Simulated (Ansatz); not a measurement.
Cost and result by functional for the adsorption energy of CH3 on the 1x1 (111) surface of fcc Al, one in a 2x2 cell, started at the site 'top Al', in Ansatz (plane waves, PAW). Single points on the PBE structure, on one kind of machine; costs are rough ratios of the slab run's core time (references not counted) to the cheapest single point. r2SCAN's cost holds its higher cutoff (500 against 420 eV). Differences are taken against r2SCAN for comparison alone: no measured value is at hand, so the table doesn't rank accuracy.

Slab: 20 atoms, 7.0 Å thick at the start under the adsorbate (thin: gaps and levels are the slab's own); k 6x6x1, smearing 0.1 eV, dipole-corrected; 8 atoms held, the rest relaxed; symmetry of the start imposed; spin-polarised, no spin-orbit, no U, no dispersion correction. The starting moment vanished. At the end it is bonded to Al. In PBE it is, or lies within 0.03 eV of, the lowest of the starts that converged. These notes are the PBE run's. r2SCAN: The program's check for a lower electronic state was not made. Adsorption energies are against CH4(g) − ½ H2(g). A negative adsorption energy means that the adsorbate is more stable on the surface than in its reference.

```tsv
functional	relative cost	adsorption energy (eV)	less r2SCAN (eV)
RPBE	1	0.72	0.11
r2SCAN	3	0.61	0.00
PBE (the relaxed run's value)	–	0.64	0.03
```

The values span 0.11 eV, while the single points' costs differ by a factor of roughly 3. Differences are of unrounded values.

Ansatz is a program for electronic structure.
